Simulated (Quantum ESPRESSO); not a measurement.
## Short convergence ladders for VW (Cmmm, 2 atoms in the cell)

```
CELL_PARAMETERS angstrom
      1.55277     2.23052     0.00000
     -1.55277     2.23052     0.00000
      0.00000     0.00000     4.29276
ATOMIC_POSITIONS crystal
  V  0.00000 0.00000 0.00000
  W  0.50000 0.50000 0.50000
```

Base method: LDA (PZ), GBRV 1.5 ultrasoft (LDA) pseudopotentials (plane waves; Quantum ESPRESSO).

Base settings: ecutwfc = 50 Ry; ecutrho = 400 Ry; occupations = smearing; smearing = gaussian; degauss = 0.0073499 Ry; potentials = {V: v_lda_v1.4.uspp.F.UPF, W: w_lda_v1.2.uspp.F.UPF}; K_POINTS = automatic 6 6 4 0 0 0; conv_thr = 1e-10 Ry.

**Zone-centre phonons against the cutoff**

In this ladder: ph.x.tr2_ph = 1e-14; ph.x.fildyn = dyn.G; dynmat.x.fildyn = dyn.G; dynmat.x.asr = crystal. Moved along: ecutrho.

The mesh stays at the base's, so the ladder's end is converged at best in this setting alone.

Frequencies are those of the unrelaxed cell, without the LO-TO term of polar crystals.

Only quantities that move along the ladder and can be compared are tabulated.

| ecutwfc | highest zone-centre frequency (cm⁻¹) |
|---|---|
| 25 Ry | 248.0 |
| 30 Ry | 256.7 |
| 35 Ry | 256.5 |
| 50 Ry | 257.8 |
| 75 Ry | 257.7 |

Coarsest ecutwfc that holds the highest zone-centre frequency within 5 cm⁻¹ of the last step, with all finer ones: 30 Ry; the step before is off by 9.7 cm⁻¹.

**Zone-centre phonons against the mesh**

In this ladder: ph.x.tr2_ph = 1e-14; ph.x.fildyn = dyn.G; dynmat.x.fildyn = dyn.G; dynmat.x.asr = crystal.

Frequencies are those of the unrelaxed cell, without the LO-TO term of polar crystals.

Only quantities that move along the ladder and can be compared are tabulated.

| K_POINTS | highest zone-centre frequency (cm⁻¹) |
|---|---|
| automatic 4 4 2 0 0 0 | 225.6 |
| automatic 5 5 3 0 0 0 | 242.9 |
| automatic 8 8 5 0 0 0 | 254.1 |
| automatic 10 10 6 0 0 0 | 244.3 |

Coarsest K_POINTS that holds the highest zone-centre frequency within 5 cm⁻¹: not settled: the last two steps still differ by 9.9 cm⁻¹, over half the tolerance, so the ladder does not show it.

**Zone-centre phonons against the SCF threshold**

In this ladder: ph.x.tr2_ph = 1e-14; ph.x.fildyn = dyn.G; dynmat.x.fildyn = dyn.G; dynmat.x.asr = crystal.

The mesh stays at the base's, so the ladder's end is converged at best in this setting alone.

Frequencies are those of the unrelaxed cell, without the LO-TO term of polar crystals.

Only quantities that move along the ladder and can be compared are tabulated.

| conv_thr | highest zone-centre frequency (cm⁻¹) |
|---|---|
| 7.3e-05 Ry | 267.5 |
| 7.3e-07 Ry | 255.4 |
| 7.3e-09 Ry | 257.6 |
| 7.3e-13 Ry | 257.8 |

Coarsest conv_thr that holds the highest zone-centre frequency within 2 cm⁻¹ of the last step, with all finer ones: 7.3e-09 Ry; the step before is off by 2.4 cm⁻¹.

On the base run: the starting cell comes from a database of computed structures (which also holds hypothetical and non-ambient phases and stackings), without a prior relaxation at this level. Its lattice was rescaled by up to half a per cent. Spin polarisation is off. In the base run, with a pressure of about -14 GPa the cell is away from its equilibrium volume at this level. Without a gap this mesh is coarse (it stands for a supercell whose shortest vector is 16 Å).
